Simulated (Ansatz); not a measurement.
The parent structure is GaN in the wurtzite structure (space group P6_3mc, No. 186; a = 3.1826 Å, c = 5.1853 Å).

Method: Ansatz (an electronic-structure program) PBEsol, no SOC.

One change was made to it. Results:

The band gap increases by 0.03 eV (1.88 eV → 1.91 eV); the lattice parameter a drops by 0.0095 bohr to 6.005 bohr; the electron mass changes from 0.16 mₑ along c, 0.17 mₑ across (at Γ) to 0.16 mₑ along c, 0.18 mₑ across (at Γ); the valence-band top at Γ (three highest levels, from the VBM) goes from 0.00, 0.00, -0.04 eV to 0.00, 0.00, -0.05 eV.

Question: Which of these changes matches the shifts?
(A) pressure 22.5 GPa
(B) pressure 0.9 GPa
(C) pressure 4.5 GPa

Answer: B, pressure 0.9 GPa. For comparison, the band gap in the other runs: pressure 22.5 GPa gives 2.51 eV; pressure 4.5 GPa gives 2.02 eV.

Load acts through the strain it causes; cell and atoms are relaxed under it. Effective masses come from finite differences of ±0.01 Å⁻¹. No phonon test of stability was made. Tetrahedral semiconductors of this kind turn to denser phases somewhere between about 1 and 50 GPa; those were not computed, so compressed cells here can lie past the real transition.
